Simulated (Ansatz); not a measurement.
A relaxation of the atoms of RbCrSe2 (R3m, 4 atoms in the cell) with Ansatz (a first-principles code).

Computed with LDA (PW92), default PAW files made with PBE (plane waves; Ansatz).

The change in words: one atom moved by 0.15 angstrom; relax: default → atoms; relax.f_tol: default → 0.03 eV/Å. Reference geometry:
```yaml
crystal:
  lattice:
    - [1.93697, 1.11831, 7.78303]
    - [-1.93697, 1.11831, 7.78303]
    - [0.00000, -2.23662, 7.78303]
  atoms:
    - { symbol: Rb, position: [0.16592, 0.16592, 0.16592] }
    - { symbol: Cr, position: [0.99775, 0.99775, 0.99775], spin: 3.0 }
    - { symbol: Se, position: [0.38859, 0.38859, 0.38859] }
    - { symbol: Se, position: [0.60744, 0.60744, 0.60744] }
```
(The spins are starting values, not results.)

Reference input (self-consistent single point, DFT, LDA (PW92), plane waves, default PAW files made with PBE): basis.ecutwfc = 420 eV; kpoints.mp_grid.grid = 6 6 6; hamiltonian.xc = lda; hamiltonian.pseudopotentials = {kind: paw} (the program's default PAW files); magnetization.spin_polarized = true; scf.occupations.method = fermi_dirac; scf.occupations.width = 0.05 eV. This run's input differs from it in these lines:

```diff
@@ -7,3 +7,3 @@
   atoms:
-    - { symbol: Rb, position: [0.165920, 0.165920, 0.165920] }
+    - { symbol: Rb, position: [0.172344, 0.172344, 0.172344] }
     - { symbol: Cr, position: [0.997747, 0.997747, 0.997747], spin: 3.0 }
@@ -26,2 +26,4 @@
     width: 0.05 eV
+relax:
+  f_tol: 0.03
 output:
```

Output, abridged:

```
   [... SCF lines of the steps left out ...]
relax step   1: F+E_penalty+E_count = -17263.02107816 eV  Δ(F+E_penalty+E_count) = +0.000e0 eV  max|allowed force component| = 6.340e-1 eV/Å  Δτ_max = 0.0000 Å  (11 SCF iters, dr2 threshold 2.25e-5 eV, accepted)
relax step   2: F+E_penalty+E_count = -17263.05943068 eV  Δ(F+E_penalty+E_count) = -3.835e-2 eV  max|allowed force component| = 3.994e-1 eV/Å  Δτ_max = 0.1172 Å  (7 SCF iters, dr2 threshold 2.51e-5 eV, accepted)
relax step   3: F+E_penalty+E_count = -17263.07311739 eV  Δ(F+E_penalty+E_count) = -1.369e-2 eV  max|allowed force component| = 7.704e-2 eV/Å  Δτ_max = 0.0418 Å  (7 SCF iters, dr2 threshold 9.97e-6 eV, accepted)
relax step   4: F+E_penalty+E_count = -17263.07417760 eV  Δ(F+E_penalty+E_count) = -1.060e-3 eV  max|allowed force component| = 3.070e-2 eV/Å  Δτ_max = 0.0161 Å  (7 SCF iters, accepted)
relax step   5: F+E_penalty+E_count = -17263.07432907 eV  Δ(F+E_penalty+E_count) = -1.515e-4 eV  max|allowed force component| = 4.178e-3 eV/Å  Δτ_max = 0.0073 Å  (6 SCF iters, accepted)
the relaxation is at rest under the 6 symmetry operations that the run kept from its start: a minimum is not shown …
the relaxation's final electronic state is not compared with the one that a single-point calculation of its input finds at the relaxed geometry …
Magnetization: 3.0000 μB (29.0000 up, 26.0000 down)
Absolute magnetization: 3.5003 μB (∫|ρ↑−ρ↓|, with the PAW one-centre terms)
Spin contamination: 0.1028 ħ² per cell (⟨S²⟩ above its minimum at these occupations)
   [... lines left out ...]
Free energy (F): -17263.074329 eV
Fermi energy:    8.503236 eV
   [... lines left out ...]
  atoms:
    - { symbol: Rb, position: [0.1680306630454123, 0.1680306630454123, 0.1680306630454123] }
    - { symbol: Cr, position: [0.9991969995464772, 0.9991969995464772, 0.9991969995464771] }
    - { symbol: Se, position: [0.38732308367038965, 0.38732308367038965, 0.3873230836703896] }
    - { symbol: Se, position: [0.611576253737721, 0.611576253737721, 0.6115762537377208] }
```

The run converged. 

Summary of the result:
* **Free energy E − TS (on the zero of these files)**: -17263.0743 eV
* **Pressure**: -4.28 GPa
* **Largest force (vector length)**: 0.004 eV/Å
* **Size of the cell's spin moment**: 3.00 μB
* **Relaxation steps**: 5

The starting cell comes from a database of computed structures (which also holds hypothetical and non-ambient phases and stackings), without a prior relaxation at this level. Its lattice was rescaled by up to half a per cent. For this run, on top of that: one atom moved by 0.15 angstrom. With one magnetic atom in the cell only a parallel order is possible. The relaxation keeps the symmetry of its start, so its end need not be a minimum. Ansatz's pressure includes its estimate of the finite-basis (Pulay) stress.

Cost on one core of a shared machine: roughly 2 min.

Keys are those of Ansatz 0.2.
